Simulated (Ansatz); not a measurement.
ErAg2 (I4/mmm, No. 139), treated with r²SCAN (Ansatz, a program for electronic structure, PAW).

Settings: plane-wave cutoff 560 eV, 22×22×22 k mesh, Fermi–Dirac smearing 0.05 eV, spin-polarised with parallel moments, scalar-relativistic PAW data made under PBE.

Computed at the level's own relaxed cell.

Q: Give the computed lattice parameter a and lattice parameter c.

A: 
- lattice parameter a: 3.682 Å
- lattice parameter c: 9.232 Å

Note: the magnetic order was assumed, not searched for or taken from measurement; the 4f shell is treated without U or exact exchange, so its levels and filling can be wrong.

Spin–orbit coupling is not included.

Static lattice: no zero-point or thermal effects.

Computing time: about 90 core-minutes (a rough figure).
